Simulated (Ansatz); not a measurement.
# TaN: element substitutions

The reference is TaN in the rock salt structure (space group Fm-3m, No. 225; a = 4.416 Å).

Each row replaces one element on all its sites; cell and atoms are relaxed.

Level of theory: PBE in Ansatz (plane waves to 420 eV, PAW, no spin-orbit coupling), earlier PAW set.

**Question.** Only one of these has a band gap. Which?
(A) N → Bi
(B) N → F
(C) Ta → Y

**Answer.** C, Ta → Y. Computed: N → F: zero; Ta → Y: 0.21 eV; N → Bi: zero

Stability against distortions was not tested. As relaxed here, TaF and TaBi are hypothetical phases, not in the database extracts checked. No Hubbard U is applied, and correlation can decide whether such a compound is a metal. The final runs are not spin-polarised. TaF and TaBi have a high density of states at the Fermi level and may be magnetic at this level. This is not the structure that TaN has at room temperature and ambient pressure. The zero or small gap of YN can change with the level of theory.

Ansatz is a first-principles code.
